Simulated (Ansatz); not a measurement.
The starting structures come from a database of crystals and need not be the phases stable at ambient conditions.

 Where the default PAW files enter, the runs use the earlier of Ansatz's two default sets.

Tunnelling through a barrier is set by its complex band structure: the current falls as exp(−2κd) with the smallest κ.

Given:

```yaml
crystal:
  lattice:
    - [3.22584, 0.00000, 0.00000]
    - [0.00000, 10.65892, 0.00000]
    - [0.00000, 0.00000, 9.75733]
  atoms:
    - { symbol: Hf, position: [0.25000, 0.12467, 0.06942] }
    - { symbol: Hf, position: [0.75000, 0.87533, 0.93058] }
    - { symbol: Hf, position: [0.75000, 0.62467, 0.43058] }
    - { symbol: Hf, position: [0.25000, 0.37533, 0.56942] }
    - { symbol: Hf, position: [0.25000, 0.59323, 0.10602] }
    - { symbol: Hf, position: [0.75000, 0.40677, 0.89398] }
    - { symbol: Hf, position: [0.75000, 0.09323, 0.39398] }
    - { symbol: Hf, position: [0.25000, 0.90677, 0.60602] }
    - { symbol: Hf, position: [0.25000, 0.85345, 0.22710] }
    - { symbol: Hf, position: [0.75000, 0.14655, 0.77290] }
    - { symbol: Hf, position: [0.75000, 0.35345, 0.27290] }
    - { symbol: Hf, position: [0.25000, 0.64655, 0.72710] }
    - { symbol: N, position: [0.25000, 0.77539, 0.00854] }
    - { symbol: N, position: [0.75000, 0.22461, 0.99146] }
    - { symbol: N, position: [0.75000, 0.27539, 0.49146] }
    - { symbol: N, position: [0.25000, 0.72461, 0.50854] }
    - { symbol: N, position: [0.75000, 0.47032, 0.10346] }
    - { symbol: N, position: [0.25000, 0.52968, 0.89654] }
    - { symbol: N, position: [0.25000, 0.97032, 0.39654] }
    - { symbol: N, position: [0.75000, 0.02968, 0.60346] }
    - { symbol: N, position: [0.75000, 0.98207, 0.14120] }
    - { symbol: N, position: [0.25000, 0.01793, 0.85880] }
    - { symbol: N, position: [0.25000, 0.48207, 0.35880] }
    - { symbol: N, position: [0.75000, 0.51793, 0.64120] }
    - { symbol: N, position: [0.75000, 0.71480, 0.23856] }
    - { symbol: N, position: [0.25000, 0.28520, 0.76144] }
    - { symbol: N, position: [0.25000, 0.21480, 0.26144] }
    - { symbol: N, position: [0.75000, 0.78520, 0.73856] }
```

Space group of this cell: Pnma. The cell is taken as given; by r2SCAN its mean pressure is 2.4 GPa.

Transport runs along the normal of the first two printed cell vectors.

The gap is the functional's own. No spin-orbit coupling. Mid-gap values are interpolated on the energy grid.

Question: State the band gap and the smallest decay constant κ at mid-gap according to r2SCAN run with Ansatz (an electronic-structure program).

Answer: Gap 1.37 eV on a 10×4×4 mesh; κ = 0.242 1/Å, at the zone centre.
